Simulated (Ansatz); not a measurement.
Results of LDA (Ansatz, a quantum-chemistry and plane-wave program, PAW) for TaO2 (P4₂/mnm, No. 136, 6 atoms in the cell; start mp-20994).

Run with plane-wave cutoff 520 eV, 12×12×20 k mesh (along the axes of the cell as run), Fermi–Dirac smearing 0.05 eV, scalar-relativistic PAW data made under PBE.

Cell (relaxed at this level):

```
TaO2
1.0
    4.91230     0.00000     0.00000
    0.00000     4.91230     0.00000
    0.00000     0.00000     2.83559
Ta O
2 4
Cartesian
  0.00000   0.00000   1.41780
  2.45615   2.45615   0.00000
  3.50335   1.40895   1.41780
  1.40895   3.50335   1.41780
  1.04720   1.04720   0.00000
  3.86510   3.86510   0.00000
```

**Question.** Predict the bulk modulus B0.

**Answer.** 
* **bulk modulus B0**: 289 GPa

The run finds no gap.

Note: the bulk modulus is −V dP/dV from two relaxed cells at ±2 % in volume; the relaxation could not lower the start's symmetry, so the cell can be a saddle point above a distorted one.

Spin–orbit coupling is not included; it can open a gap where bands touch, and shift volumes and moduli.

The computed numbers hold no vibrational or temperature effects.

A start named mp-… is a Materials Project structure, which need not be a measured phase.
